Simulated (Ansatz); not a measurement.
We consider fluorite PbF₂ (high-temperature phase), described by Hartree–Fock (plane waves, PAW; Ansatz, a first-principles code).

Run with plane-wave cutoff 460 eV, 8×8×8 k mesh, Fermi–Dirac smearing 0.01 eV, scalar-relativistic PAW data made under PBE.

The cell has the measured lattice: a = 5.931 Å, b = 5.931 Å, c = 5.931 Å, α = 90.00°, β = 90.00°, γ = 90.00°.

Q: Give the computed band gap, smallest direct gap on the k points sampled and direct gap at Γ.

A: 
* **band gap**: 12.64 eV (on the SCF k mesh)
* **smallest direct gap on the k points sampled**: 12.73 eV
* **direct gap at Γ**: 19.47 eV

Note: cell and atoms aren't relaxed at this level (pressure 4.5 GPa).

Spin–orbit coupling is not included; with these elements it can move the gap by several tenths of an eV or more.
